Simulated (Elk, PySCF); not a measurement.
A PySCF input for a self-consistent single point of Si (Fd-3m, 2 atoms in the cell) (DFT PBESOL, Gaussian basis gth-dzvp-molopt-sr, GTH pseudopotentials gth-pbe, FFT density fitting with multigrid):

```python
import numpy as np
from pyscf.pbc import gto, scf, dft

cell = gto.M(
    a=np.array([[0, 5.13155129, 5.13155129],
              [5.13155129, 0, 5.13155129],
              [5.13155129, 5.13155129, 0]]),
    atom=[
    ('Si', (0, 0, 0)),
    ('Si', (2.56577565, 2.56577565, 2.56577565)),
],
    unit='Bohr',
    basis='gth-dzvp-molopt-sr',
    pseudo='gth-pbe',
    ke_cutoff=50,
    precision=1e-06,
    max_memory=2000,
    verbose=4,
)

kpts = cell.make_kpts([7, 7, 7])
mf = dft.KRKS(cell, kpts).multigrid_numint()
mf.xc = 'PBESOL'
mf.conv_tol = 1e-09
mf.max_cycle = 80
mf.diis_start_cycle = 3
mf.damp = 0.5
mf = scf.addons.smearing_(mf, sigma=0.000367493, method='fermi')
mf.kernel()

res = dict(e_tot=mf.e_tot, converged=mf.converged, nao=cell.nao, mesh=cell.mesh, nelectron=cell.nelectron)
res.update(e_free=mf.e_free, e_zero=mf.e_zero)
np.savez('results.npz', **res)
eps, occ = np.array(mf.mo_energy), np.array(mf.mo_occ)
nk = len(mf.kpts)
res.update(mo_energy=eps, mo_occ=occ)
print('electrons per cell = %.6f' % (occ.sum() / nk))
full = 1.0
print('highest filled level = %.6f Ha, lowest empty level = %.6f Ha' % (eps[occ > full].max(), eps[occ <= full].min()))
np.savez('results.npz', **res)
```

Question: Write the same calculation as an input for Elk.

Answer: One input that does it (others would too):

```
tasks
  0

xctype
  22

tforce
  .true.

rgkmax
  8.0

gmaxvr
  18.0

lmaxapw
  10

lmaxo
  8

nxlo
  2

lorbcnd
  .true.

lradstp
  2

nrmtscf
  2.0

lmaxi
  4

swidth
  0.000367493

maxscl
  100

avec
    0.0000000000    5.1315512914    5.1315512914
    5.1315512914    0.0000000000    5.1315512914
    5.1315512914    5.1315512914    0.0000000000

sppath
  'species/'

atoms
  1
  'Si.in'
  2
  0.0000000000  0.0000000000  0.0000000000    0.0 0.0 0.0
  0.2500000000  0.2500000000  0.2500000000    0.0 0.0 0.0

ngridk
  7 7 7
```

Basis, cutoffs, solver keys and any potentials are the target program's own. This input uses DFT, PBEsol, all-electron FP-LAPW, Elk's shipped species files, APW+lo basis with extra local orbitals. Both were run: gap on the mesh 0.496 eV in PySCF and 0.463 in Elk.

On PySCF: the starting cell has typed, rounded lattice constants, without a prior relaxation at this level. Values carry the incompleteness of an atom-centred basis.

On Elk: the starting cell has typed, rounded lattice constants, without a prior relaxation at this level. Values depend on the basis (sphere radii, cutoffs, local orbitals), which need not be converged.
